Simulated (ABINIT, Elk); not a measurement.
An ABINIT input for a self-consistent single point of Te2Ru (Pnnm, 6 atoms in the cell) (DFT, PBEsol, plane waves, norm-conserving pseudopotentials (PseudoDojo nc-sr-04 PBEsol standard)):

```
# Te2Ru, PseudoDojo nc-sr-04 PBEsol standard
pp_dirpath "./"
pseudos "Te.upf, Ru.upf"
acell 3*1.0
rprim
         9.9701421212    0.0000000000    0.0000000000
         0.0000000000   12.0397739523    0.0000000000
         0.0000000000    0.0000000000    7.5584018314
natom 6
ntypat 2
znucl 52 44
typat 1 1 1 1 2 2
xcart
         2.1915369397    4.4175134609    0.0000000000
         7.7786051815    7.6222604915    0.0000000000
         7.1766080003    1.6023735153    3.7792009157
         2.7935341209   10.4374004370    3.7792009157
         0.0000000000    0.0000000000    0.0000000000
         4.9850710606    6.0198869762    3.7792009157
ecut 42 Ha
occopt 3
tsmear 0.01 eV
nband 60
kptopt 1
ngkpt 3 3 4
nshiftk 1
shiftk 0 0 0
nstep 50
toldfe 1.0e-09
prtwf 0
prtden 0
```

**Question.** Translate this input to Elk.

**Answer.** This is the input that was run; spellings and numerical settings could be chosen otherwise.

```
tasks
  0

xctype
  22

rgkmax
  7.5

gmaxvr
  14.0

nxlo
  2

lorbcnd
  .true.

rmtscf
  0.89

lmaxi
  2

swidth
  0.000367493

maxscl
  100

scale
  1.889726125

avec
    5.2759720000    0.0000000000    0.0000000000
    0.0000000000    6.3711740000    0.0000000000
    0.0000000000    0.0000000000    3.9997340000

sppath
  './'

atoms
  2
  'Te.in'
  4
  0.2198100000  0.3669100000  0.0000000000    0.0 0.0 0.0
  0.7801900000  0.6330900000  0.0000000000    0.0 0.0 0.0
  0.7198100000  0.1330900000  0.5000000000    0.0 0.0 0.0
  0.2801900000  0.8669100000  0.5000000000    0.0 0.0 0.0
  'Ru.in'
  2
  0.0000000000  0.0000000000  0.0000000000    0.0 0.0 0.0
  0.5000000000  0.5000000000  0.5000000000    0.0 0.0 0.0

ngridk
  3 3 4
```

Basis settings and potentials, where a program has them, do not carry over. This input uses DFT, PBEsol, all-electron FP-LAPW, Elk's shipped species files, APW+lo basis with extra local orbitals.

The starting cell comes from a database of computed structures (which also holds hypothetical and non-ambient phases and stackings), without a prior relaxation at this level. Its lattice was rescaled by a random factor within 2.5 % of one.
